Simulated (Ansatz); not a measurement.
## InP: uniaxial strain ε_zz = −2.50 %

Take InP in the zinc blende structure (space group F-43m, No. 216; a = 5.827 Å) as the base. Axes: x, y, z lie along the cube axes.

Perturbation: the cell is compressed by 2.50 % along z with no lateral relaxation, atoms relaxed at fixed cell.

Computed with Ansatz (a program for electronic structure), LDA, PAW, cutoff 420 eV, spin-orbit coupling left out. Γ-centred 10×10×10 mesh, Fermi–Dirac width 0.05 eV.

| quantity | base | changed | shift |
|---|---|---|---|
| volume per atom | 24.73 Å³ | 24.11 Å³ | -0.62 Å³ |
| space group | F-43m (No. 216) | I-4m2 (No. 119) | – |
| shortest interatomic distance | 4.768 bohr | 4.729 bohr | -0.039 bohr |
| energy relative to the base (free energy F) | 0 meV/atom | +4.9 meV/atom | +4.9 meV/atom |
| band gap | 0.58 eV | 0.63 eV | +0.05 eV |
| gap character | direct at Γ | direct at Γ | – |
| electron mass | 0.046 mₑ (at Γ) | 0.051 mₑ along z, 0.057 mₑ across (at Γ) | – |
| valence-band top at Γ (three highest levels, from the VBM) | 0.00, 0.00, 0.00 eV | 0.00, -0.12, -0.12 eV | – |
| stress (xx, yy, zz, yz, xz, xy; compression positive) | – | (1.55, 1.55, 2.58, 0.00, 0.00, 0.00) GPa | – |

Masses are band curvatures over ±0.01 Å⁻¹ around the edge. No phonon test of stability was made. k-point labels follow each cell's own Brillouin zone.
